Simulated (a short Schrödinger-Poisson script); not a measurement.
Stack: MOS inversion layer, Si3N4 on p-type Si(100), at 300 K.

From the gate side: 2.8 nm Si3N4; 690 nm Si, acceptors 3.9e17 cm⁻³.

Constants are typed, rounded textbook-type inputs, not results; the design itself was drawn at random and stands for no fabricated device. Si3N4: permittivity 7.5, conduction-band edge (eV) 1.95, gap (eV) 5.1, electron mass (mₑ) 0.5. Si: permittivity 11.7, conduction-band edge (eV) 0, gap (eV) 1.124, Nv at 300 K (cm⁻³) 3.1e19.

Channel valleys (confinement mass, in-plane density-of-states mass, number): Δ2 0.916, 0.19, 2; Δ4 0.19, 0.417, 4. At the gate the conduction-band edge of layer 1 lies 2.17 eV − eVg above the Fermi level of the channel; the field vanishes at the back. Gaps are held at their typed values at every temperature. Mesh 0.03 nm at interfaces.

From a short Schrödinger-Poisson script (our own, NumPy): 1D Poisson equation in equilibrium, electrons quantum, Hartree (BenDaniel-Duke, 12 states a valley, the channel's in-plane mass for all, wave functions free to enter the dielectric), parabolic valleys, classical holes, full ionisation, no traps, pinning or gate leakage.

```csv
Vg (V),electrons (cm⁻²),C (μF/cm²),Δ2 E0 (meV from the Fermi level),Δ4 E0 (meV from the Fermi level)
0.25,5.21e9,0.204,190.1,232.8
0.3,2.73e10,0.300,146.9,190.3
0.35,1.17e11,0.602,108.7,153.0
0.4,3.37e11,1.00,80.4,125.9
0.45,6.79e11,1.28,61.2,108.2
0.5,1.10e12,1.45,47.6,96.1
0.55,1.56e12,1.56,37.2,87.2
0.6,2.05e12,1.63,28.8,80.4
0.65,2.57e12,1.69,21.6,74.8
0.7,3.10e12,1.73,15.4,70.0
0.75,3.64e12,1.76,9.9,66.0
0.8,4.20e12,1.79,4.9,62.4
0.85,4.76e12,1.81,0.2,59.1
0.9,5.32e12,1.83,-4.1,56.2
0.95,5.90e12,1.85,-8.1,53.4
1,6.48e12,1.86,-11.9,50.9
1.05,7.06e12,1.88,-15.5,48.6
```

Gate voltages with under 1e9 electrons/cm² are left out.

Task: At Vg = 1.05 V the lowest Δ2 subband lies at -15.5 meV from the Fermi level. How many electrons does it hold, and what share of all?

Result: The two-dimensional density of states is g m/(πħ²) = 1.59e11 cm⁻² meV⁻¹ (both spins), kT = 25.9 meV, so n = D kT ln(1 + exp(−E/kT)) = 4.26e12 cm⁻², 0.60 of the 7.06e12 cm⁻² in all.

Task: Compare the slope of the sheet density between 0.95 and 1.05 V with the geometric capacitance of the layers between gate and channel.

Result: q Δn/ΔV = 1.86 μF/cm²; ε0/Σ(t/ε) = 2.37 μF/cm². The ratio is 0.78: the channel acts as a further capacitance in series.
